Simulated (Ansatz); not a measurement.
The parent structure is Al2Au (space group Fm-3m, No. 225; a = 6.003 Å; relaxed with 0.1 eV smearing). Axes: x, y, z lie along the cube axes.

Computed with PBEsol in Ansatz (plane waves to 420 eV, PAW, spin-orbit coupling left out).

Perturbation: a pure shear with ε_xy = ε_yx = 0.0200, atoms relaxed at fixed cell.

Question: Predict the stress tensor and what it implies for the stiffness.

Answer: Stress of the strained cell less that of the base (GPa, compression positive):
```
   -0.1    -2.1     0.0
   -2.1    -0.1     0.0
    0.0     0.0     0.3
```

Then −Δσ/γ with γ = 2ε = 0.0400 gives secant stiffness values (nonlinear terms included at this strain): C66 ≈ 53 GPa.

As a check, the harmonic strain energy −½ V₀ Δσ:ε is 4.8 meV/atom; the computed energy rise is 4.8 meV/atom.

Whether these cells are dynamically stable was not tested.

Ansatz is a quantum-chemistry and plane-wave program.
